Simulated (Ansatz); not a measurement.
Effect of isotropic strain +2.50 % on K

Base system: K in the bcc (W type) structure (space group Im-3m, No. 229; a = 5.288 Å; relaxed with 0.1 eV smearing).

Now apply this change: an isotropic linear strain of +2.50 %, atoms relaxed at fixed cell.

Computed with Ansatz (a quantum-chemistry and plane-wave program), PBE, PAW, cutoff 420 eV, no spin-orbit coupling. Settings: 18×18×18 k-points, 0.1 eV Fermi–Dirac smearing.

```tsv
quantity	base	changed	shift
volume per atom	73.94 Å³	79.62 Å³	+5.685 Å³
energy relative to the base (free energy F)	0 meV/atom	+4.3 meV/atom	+4.3 meV/atom
pressure	0.0 GPa	-0.2 GPa	-0.2 GPa
band gap	zero	zero	–
```

Stability against distortions was not tested.
